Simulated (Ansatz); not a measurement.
An Ansatz (a first-principles code) run: Mg2Si; DFT with PBEsol, PAW potentials and a 420 eV plane-wave cutoff in Ansatz, no spin-orbit coupling.

Input:

Ansatz 0.2 input:
```yaml
crystal:
  lattice:
    - [0, 3.1630463321, 3.1630463321]
    - [3.1630463321, 0, 3.1630463321]
    - [3.1630463321, 3.1630463321, 0]
  atoms:
    - { symbol: Si, position: [0, 0, 0] }
    - { symbol: Mg, position: [0.25, 0.25, 0.25] }
    - { symbol: Mg, position: [0.75, 0.75, 0.75] }
basis: { ecutwfc: 420, ecutrho_ratio: 4, xc_grid: 2, fft_grid_basis: typed }
kpoints: { mp_grid: { grid: [13, 13, 13] } }
hamiltonian:
  xc: pbesol
  dispersion: none
  pseudopotentials: { kind: paw }
scf: { occupations: { method: fermi_dirac, width: 0.05 }, convergence: { dr2_threshold: 0.0000000003 } }
output: { forces: true, stress: true }
```

Output (explanatory and most iteration lines left out):

```
Pseudopotential: Si, paw, valence charge 4
Pseudopotential: Mg, paw, valence charge 10
Crystal: 3 atoms, lattice volume = 63.292 Å³
Basis set: ecut = 420 eV, 1243 PW (Γ), exchange–correlation on 60×60×60 points (8 copies of the dense FFT grid, shifted against one another)
Bands: 16, of which v1, the nominal top of the filled ones, is band 12 counted from 1 (11 counted from 0)
Symmetry: 48 space group operations
Space group: Fm-3m (ITA 225), of the structure as read, at distance tolerance 4.0e-5 Å
k-points: 84 of 2197
Functional: x = pbesol(κ = 0.804, μ = 0.12345679012345678), c = pbesol(β = 0.046)
SCF iter   1: F=—  HF=-4446.085150 eV  |F-HF|=—  |Δ(HF+E_count)|=         —  Δρ=6.06e-3  dr2=5.70e-2  ethr=1.77e-3  ⟨swp⟩=5.3  Hψ=6777  notcnv=0
SCF iter   2: F=—  HF=-4446.073137 eV  |F-HF|=—  |Δ(HF+E_count)|=   1.20e-2  Δρ=3.84e-3  dr2=2.43e-2  ethr=2.38e-4  ⟨swp⟩=1.3  Hψ=2068  notcnv=0
SCF 1 converged in 9 iterations: F = -4446.066541 eV  dr2 = 3.30e-11
SCF converged after 9 iterations
Free energy (F): -4446.066541 eV
Internal energy: -4446.065830 eV  (E = F + TS)
E sigma→0 (E₀):  -4446.066185 eV
Entropy (-TS):   -0.000712 eV (-0.237 meV/atom)
Fermi energy:    6.029852 eV
--- Forces (eV/Å), atoms counted from 1 ---
  atom   1  Si    -0.00000000     0.00000000    -0.00000000
  atom   2  Mg    -0.00000000    -0.00000000     0.00000000
  atom   3  Mg    -0.00000000    -0.00000000     0.00000000
--- Stress (GPa, compression-positive) ---
       -0.006201      -0.000000       0.000000
       -0.000000      -0.006201       0.000000
        0.000000       0.000000      -0.006201
  P = ⅓ Tr σ = -0.0062 GPa (-0.062 kbar)
```

Whether these cells are dynamically stable was not tested. The cell is Mg2Si (space group Fm-3m, No. 225).
